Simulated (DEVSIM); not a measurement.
# abrupt Si p-n junction

System: abrupt Si p-n junction, at 300 K.

```csv
layer (left to right),material,thickness (μm),Nd (cm⁻³),Na (cm⁻³),τn (s),τp (s)
1,Si,5.80,-,8.3e16,3.1e-7,3.1e-7
2,Si,5.00,4e17,-,3.1e-7,3.1e-7
```

Left contact: ohmic. Right contact: ohmic. Voltage is applied to the left contact. Recombination: SRH at mid-gap, radiative, Auger. Mobility is constant in doping.

The device is made up for the run: typed textbook-type constants, with dimensions and the other settings drawn at random. Values at 300 K.

```csv
parameter,Si
gap (eV),1.124
affinity (eV),4.05
permittivity,11.7
Nc (cm⁻³),2.86e19
Nv (cm⁻³),3.1e19
μn (cm²/Vs),1417
μp (cm²/Vs),470
B (cm³/s),4.7e-15
Cn (cm⁶/s),2.8e-31
Cp (cm⁶/s),9.9e-32
```

Simulated with DEVSIM: 1D drift-diffusion, Boltzmann statistics, complete ionisation; no tunnelling, impact ionisation, image-force lowering or self-heating.

| Item | Value |
|---|---|
| Potential step across the device at zero bias | 0.861 V |
| Largest field in the device at zero bias | 130000 V/cm |
| Dark forward voltage at 1 A/cm² | 0.643 V |
| Dark forward voltage at 100 A/cm² | 0.765 V |

Dark forward current:

(V (V), J (A/cm²)): (0.05, 4.4e-9); (0.10, 1.6e-8); (0.15, 5.0e-8); (0.20, 1.6e-7); (0.25, 6.0e-7); (0.30, 2.7e-6); (0.35, 1.5e-5); (0.40, 9.0e-5); (0.45, 0.00059); (0.50, 0.0040); (0.55, 0.027); (0.60, 0.19); (0.65, 1.3); (0.70, 8.9); (0.75, 59); (0.80, 330); (0.85, 1300); (0.90, 3400)

Small-signal capacitance in reverse bias (quasi-static):

```json
[
 {"V (V)": "-0.2", "C (nF/cm²)": "75.2"},
 {"V (V)": "-0.5", "C (nF/cm²)": "66.0"},
 {"V (V)": "-1", "C (nF/cm²)": "56.2"},
 {"V (V)": "-1.5", "C (nF/cm²)": "49.7"},
 {"V (V)": "-2", "C (nF/cm²)": "45.1"}
]
```
